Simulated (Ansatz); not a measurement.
# MgS: response to strain

Take MgS in the rock salt structure (space group Fm-3m, No. 225; a = 5.2297 Å) as the base.

Strains are applied to the cell and any free atomic positions relax.

All numbers come from PBE (Ansatz, a quantum-chemistry and plane-wave program, PAW, no spin-orbit coupling).

```tsv
isotropic strain (%)	band gap (eV)
-3	2.95
-2.5	?
-2	2.89
-1.5	2.85
0	2.76
0.5	2.73
2	2.63
2.5	2.59
3	2.56
```

Q: Fit E_g = E₀ + Dε (ε in %) to the rows shown and predict the withheld row.

A: Least squares on the printed values gives E₀ = 2.76 eV, D = -65.1 meV per % of strain (largest residual 0.01 eV); this predicts 2.92 eV, and the run gives 2.92 eV, in agreement.

Stability against distortions was not tested.
